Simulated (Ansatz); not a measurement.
**How far PBE and r2SCAN part for TaSi2, biaxial strain +1.59 %, plane normal [001], relaxed out of plane**

The parent structure is TaSi₂ (space group P6_222, No. 180; a = 4.8030 Å, c = 6.6034 Å). Axes: x lies along a and z along c of the hexagonal cell.

(Cell as relaxed with PBE.)

Levels (all Ansatz, a first-principles code, PAW): PBE (420 eV, without spin-orbit coupling); r2SCAN (500 eV, without spin-orbit coupling).

Each level relaxes its own structure.

| base | PBE | r2SCAN |
|---|---|---|
| volume per atom | 14.66 Å³ | 14.40 Å³ |
| lattice parameter a | 4.803 Å | 4.776 Å |
| band gap | zero | zero |

One thing is altered: biaxial strain +1.59 %, plane normal [001], relaxed out of plane (Cartesian); in-plane vectors clamped, the third vector and the atoms free.

```csv
quantity,PBE,r2SCAN
volume per atom,15.04 Å³,…
"pressure (mean of the normal stresses, compression positive)",-3.9 GPa,…
```

Question: Given the PBE results, estimate those of r2SCAN.

Answer: 
- volume per atom, r2SCAN: 14.78 Å³
- pressure (mean of the normal stresses, compression positive), r2SCAN: -4.1 GPa

PBE's volume per atom lies 0.26 Å³ above r2SCAN's (1.8 %); PBE's pressure lies 0.2 GPa above r2SCAN's. Neither level is exact; r2SCAN is the comparison here, not a measurement.

No phonon test of stability was made. All final runs are without spin polarisation. An odd electron count without spin: TaSi2.
